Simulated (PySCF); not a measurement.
PySCF 2.14.0, HF/cc-pvtz, df: C=C([SiH3])[C@H]1CCC1=C, 20 atoms. The geometry is a generated start, not checked to be a minimum at this level.

| Quantity | Result |
|---|---|
| task | energy |
| method | hf |
| basis | cc-pvtz |
| two-electron scheme | density fitting |
| mf.init_guess | minao (default) |
| mf.DIIS | CDIIS (default) |
| mf.diis_space | 8 (default) |
| mf.conv_tol | 1e-09 (default) |
| basis functions | 412 |

On 4 threads, 1 BLAS thread. Build: conda-forge: OpenMP (GNU), OpenBLAS with its own threads, libcint, Libxc. Each setting ran once; only counts and results are compared.

Values of mol.max_memory tried: 8000 MB, 4000 MB, 2000 MB, 1000 MB, 500 MB, 300 MB, 200 MB.

Question: What happens as the memory setting falls?

Answer: It runs down to 200 MB, the lowest tried, with the same result. At 8000 MB: fitted integrals in memory. From 500 MB down: fitted integrals in a file.

```tsv
mol.max_memory	path	peak memory
8000 MB	fitted integrals in memory	1.5 GiB
4000 MB	fitted integrals in memory	1.5 GiB
2000 MB	fitted integrals in memory	1.1 GiB
1000 MB	fitted integrals in memory	0.84 GiB
500 MB	fitted integrals in a file	0.30 GiB
300 MB	fitted integrals in a file	0.22 GiB
200 MB	fitted integrals in a file	0.19 GiB
```

Peak memory is the kernel's count for the largest process, libraries included and scratch files not. The peak passes the setting at 200 MB: it is no hard cap.
